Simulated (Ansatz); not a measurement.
## Hf in the hcp (Mg type) structure (space group P6_3/mmc, No. 194)

```
Hf
1.0
    3.15907     0.00000     0.00000
   -1.57954     2.73584     0.00000
    0.00000     0.00000     4.99994
Hf
2
Cartesian
  1.57954   0.91195   3.74996
  0.00000   1.82389   1.24999
```

Method: Kohn–Sham DFT with the PBEsol functional, run in Ansatz (a quantum-chemistry and plane-wave program) with PAW and 420 eV plane waves, no spin-orbit coupling. Γ-centred 17×17×9 mesh, Fermi–Dirac width 0.05 eV.

- Volume per atom = 21.61 Å³
- Density = 13.72 g/cm³
- Band gap = zero
- Total energy = -15598.026 eV/atom (σ→0; compares only within this code and set-up)

Whether these cells are dynamically stable was not tested. All final runs are without spin polarisation.
